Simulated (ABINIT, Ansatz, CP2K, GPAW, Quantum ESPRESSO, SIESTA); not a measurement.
**Code comparison for MgTl (Pm-3m, 2 atoms in the cell)**

Self-consistent single point.

```yaml
crystal:
  lattice:
    - [3.63780, 0.00000, 0.00000]
    - [0.00000, 3.63780, 0.00000]
    - [0.00000, 0.00000, 3.63780]
  atoms:
    - { symbol: Mg, position: [0.00000, 0.00000, 0.00000] }
    - { symbol: Tl, position: [0.50000, 0.50000, 0.50000] }
```

All programs got the same cell, k-point mesh and kind of occupations (in Ansatz's words: kpoints.mp_grid.grid = 7 7 7; scf.occupations.method = gaussian; scf.occupations.width = 0.272 eV); potentials, basis and cutoffs are each program's usual ones.

```json
[
 {"code": "SIESTA", "model": "GGA PBEsol, numerical atomic orbitals DZP, PseudoDojo PBEsol standard norm-conserving potentials (rewritten from UPF to PSML)", "pressure (GPa)": "2.09", "k-points": "172", "cutoff": "grid 300 Ry"},
 {"code": "Ansatz", "model": "PBEsol, default PAW files made with PBE", "pressure (GPa)": "-0.99", "k-points": "20", "cutoff": "default"},
 {"code": "CP2K", "model": "PBEsol, GPW, DZVP-MOLOPT-SR-GTH basis, GTH-PBE potentials (GTH_POTENTIALS)", "pressure (GPa)": "0.99", "k-points": "172", "cutoff": "grid 1000 Ry"},
 {"code": "Quantum ESPRESSO", "model": "PBEsol, PseudoDojo standard norm-conserving (PBESOL) pseudopotentials", "pressure (GPa)": "-0.92", "k-points": "20", "cutoff": "85 Ry"},
 {"code": "GPAW", "model": "PBEsol, GPAW PAW datasets PBEsol (made by gpaw-setup)", "pressure (GPa)": "-1.24", "k-points": "20", "cutoff": "800 eV"},
 {"code": "ABINIT", "model": "PBEsol, norm-conserving pseudopotentials (PseudoDojo nc-sr-04 PBEsol standard)", "pressure (GPa)": "-0.92", "k-points": "20", "cutoff": "1143 eV"}
]
```

The spread over the programs that give each value: pressure within 3.33 GPa.

The starting cell comes from a database of computed structures (which also holds hypothetical and non-ambient phases and stackings), without a prior relaxation at this level. On Ansatz's run: Spin-orbit coupling is off.

Why do the programs differ, and what cannot be compared?

Differences of this kind can come from the potentials, where these differ, and from what each basis and cutoff leave unconverged. The zero of total energies and Fermi levels follows the potentials and each program's conventions, so they are not compared here. SIESTA and CP2K use small atom-centred bases, whose incompleteness enters pressures, forces and empty levels differently from a plane-wave cutoff. Ansatz's pressure is given at a fixed set of plane waves, as the other plane-wave codes print theirs. The programs reduce the same mesh by symmetry to different extents, which changes the work and not the result. In the pressure, SIESTA (by 3.04) and CP2K (by 1.94) lie more than 1 GPa from the median of the plane-wave programs.

Left out of this page: Elk and FLEUR (not drawn, or without a comparable value).

Ansatz is a program for electronic structure.

Keys are those of Ansatz 0.2.
